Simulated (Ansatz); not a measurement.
Take CrCuO₂ (space group R-3m, No. 166; a = 2.9638 Å, c = 16.9204 Å (hexagonal axes); ferromagnetic) as the base.

Calculations: PBEsol (Ansatz, a program for electronic structure), no spin-orbit coupling.

One change was made to it. Results:

The band gap shrinks by 0.67 eV, from 0.92 eV to 0.25 eV; the lattice parameter a increases by 0.6967 Å to 3.660 Å.

Q: What was done to the base?
A) Cr → Tl
B) O → Se
C) O → Te
D) Cu → Co

A: B, O → Se. For comparison, the band gap in the other runs: Cr → Tl gives zero; Cu → Co gives zero; O → Te gives zero.

Spin-orbit coupling, missing from the scalar runs, can matter with Tl. Whether these cells are dynamically stable was not tested. As relaxed here, CrCuSe2 and CrCuTe2 are hypothetical phases, not in the database extracts checked. For TlCuO2 in this form, whether it has been made was not checked. Seeded moments were not kept for Cu → Co. No Hubbard U is applied and the magnetic state is the run's own (CrCuO2 ferromagnetic; TlCuO2 not spin-polarised; CrCoO2 ferrimagnetic); other magnetic orders, which need larger cells, were not tried and can change the gap. Where the two band edges lie in opposite spin channels, the gap is a spin-flip gap. Spin-polarised in the final run: CrCuSe2, base, CrCoO2 and CrCuTe2; the other runs are not. The zero or small gap of CrCuSe2 and TlCuO2 can change with the level of theory.
